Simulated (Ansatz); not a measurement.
## Short convergence ladders for KRuF₆ (R3m, 8 atoms in the cell)

```
CELL_PARAMETERS angstrom
      3.76183     2.17189     2.44616
     -3.76183     2.17189     2.44616
      0.00000    -4.34378     2.44616
ATOMIC_POSITIONS crystal
  K  0.50681 0.50681 0.50681
  Ru 0.00000 0.00000 0.00000
  F  0.26829 0.26829 0.91908
  F  0.73171 0.73171 0.08092
  F  0.91908 0.26829 0.26829
  F  0.08092 0.73171 0.73171
  F  0.26829 0.91908 0.26829
  F  0.73171 0.08092 0.73171
```
Moments meant for the start (each program seeds them in its own way; μB, in the order of the atoms K Ru F F F F F F): 0.0 2.0 0.0 0.0 0.0 0.0 0.0 0.0.

Base method: PBEsol, default PAW files made with PBE (plane waves; Ansatz, a quantum-chemistry and plane-wave program).

Base settings: basis.ecutwfc = 30.9 Ry; kpoints.mp_grid.grid = 3 3 3; hamiltonian.xc = pbesol; hamiltonian.pseudopotentials = {kind: paw} (the program's default PAW files); magnetization.spin_polarized = true; scf.occupations.method = fermi_dirac; scf.occupations.width = 0.0007 Ry.

The count of work is k-points × plane waves × bands × iterations; it is no time. Core times come from one kind of shared machine, to one figure; runs under 30 s give none.

**The cutoff for other potential files**

Level: DFT, PBEsol, plane waves, harder PAW files (source: ansatz) made with PBE.

In this ladder: hamiltonian.pseudopotentials = {kind: paw, source: ansatz}.

The second cell is the first with its lattice scaled by 0.98.

The mesh stays at the base's, so the ladder's end is converged at best in this setting alone.

The first pressure column holds Ansatz's estimate of the finite-basis (Pulay) stress, which hides part of the cutoff error; the other is without it.

Only quantities that move along the ladder and can be compared are tabulated.

```tsv
basis.ecutwfc	free energy less the last step's (meV/atom)	energy of the compressed cell less the first (meV/atom)	pressure (GPa)	pressure without the Pulay estimate (GPa)	largest difference of a force vector from the last step's (eV/Å)	count of work / last	core time / last (rough)
34.5 Ry	2459.29	19.35	-1.47	-102.07	0.073	0.097	–
42.6 Ry	608.39	11.75	-1.36	-34.61	0.055	0.15	–
54 Ry	68.95	7.68	-1.53	-7.01	0.004	0.20	–
65.4 Ry	5.12	8.34	-1.50	-2.08	0.001	0.27	–
77.2 Ry	0.64	8.35	-1.50	-1.52	0.001	0.35	–
92.6 Ry	0.35	8.34	-1.50	-1.51	0.000	0.46	0.5
115.8 Ry	0.15	8.33	-1.50	-1.51	0.000	0.65	0.7
154.3 Ry	0.00	8.32	-1.50	-1.50	0.000	1.0	1
```

Coarsest basis.ecutwfc that holds the energy of the compressed cell less the first within 0.5 meV/atom of the last step, with all finer ones: 65.4 Ry, at 0.27 of the last step's count of work; the step before is off by 0.65 meV/atom.

Coarsest basis.ecutwfc that holds the pressure without the Pulay estimate within 0.2 GPa of the last step, with all finer ones: 77.2 Ry, at 0.35 of the last step's count of work; the step before is off by 0.57 GPa.

Coarsest basis.ecutwfc that holds the free energy within 2 meV/atom of the last step, with all finer ones: 77.2 Ry, at 0.35 of the last step's count of work; the step before is off by 5.1 meV/atom.

The energy difference between the two cells stays within 1 meV/atom of the last step's from 54 Ry on, the total only from 77.2 Ry on: much of the error is common to both cells and cancels.

At the lowest cutoff the pressure without the Pulay estimate lies 101 GPa under the last step's, the usual sign of Pulay stress in an incomplete plane-wave basis.

**The density cutoff**

The second cell is the first with its lattice scaled by 0.98.

The mesh stays at the base's, so the ladder's end is converged at best in this setting alone.

Only quantities that move along the ladder and can be compared are tabulated.

| basis.ecutrho_ratio | free energy less the last step's (meV/atom) | energy of the compressed cell less the first (meV/atom) | pressure (GPa) | largest difference of a force vector from the last step's (eV/Å) |
|---|---|---|---|---|
| 2 | -5.34 | 7.48 | -0.74 | 0.010 |
| 3 | 0.12 | 8.12 | -1.53 | 0.000 |
| 4 | 0.00 | 8.10 | -1.52 | 0.000 |
| 5 | 0.00 | 8.10 | -1.52 | 0.000 |
| 6 | 0.00 | 8.10 | -1.52 | 0.000 |
| 8 | 0.00 | 8.10 | -1.52 | 0.000 |
| 10 | 0.00 | 8.10 | -1.52 | 0.000 |
| 12 | 0.00 | 8.10 | -1.52 | 0.000 |
| 16 | 0.00 | 8.10 | -1.52 | 0.000 |

Coarsest basis.ecutrho_ratio that holds the free energy within 1 meV/atom of the last step, with all finer ones: 3; the step before is off by 5.3 meV/atom.

Coarsest basis.ecutrho_ratio that holds the pressure within 0.05 GPa of the last step, with all finer ones: 3; the step before is off by 0.77 GPa.

Coarsest basis.ecutrho_ratio that holds the forces within 0.005 eV/Å of the last step, with all finer ones: 3; the step before is off by 0.010 eV/Å.

The energy difference between the two cells stays within 1 meV/atom of the last step's from 2 on, the total only from 3 on: much of the error is common to both cells and cancels.

**The relaxed cell against the cutoff**

On KRuF6 (R-3m, 8 atoms in the cell): atoms on their sites.

In this ladder: relax = cell and atoms.

The mesh stays at the base's, so the ladder's end is converged at best in this setting alone.

Only quantities that move along the ladder and can be compared are tabulated.

| basis.ecutwfc | relaxed volume (Å³/atom) | relaxation steps |
|---|---|---|
| 21.7 Ry | 15.546 | 63 |
| 26.1 Ry | 15.378 | 15 |
| 30.9 Ry | 15.389 | 9 |
| 37.1 Ry | 15.418 | 4 |
| 46.3 Ry | 15.413 | 4 |
| 61.7 Ry | 15.415 | 4 |

Coarsest basis.ecutwfc that holds the relaxed volume within 0.015 Å³/atom of the last step, with all finer ones: 37.1 Ry; the step before is off by 0.026 Å³/atom.

At the lowest cutoff the cell relaxes to a volume 0.9 % larger than at the highest. Ansatz relaxes on a stress corrected for the finite basis.

On the base run: the starting cell comes from a database of computed structures (which also holds hypothetical and non-ambient phases and stackings), without a prior relaxation at this level. Its lattice was rescaled by up to half a per cent. One atom was moved a little off its site on purpose. With one magnetic atom in the cell only a parallel order is possible.

Left out of this page: 2 runs of the series failed or unconverged.

Keys are those of Ansatz 0.2.
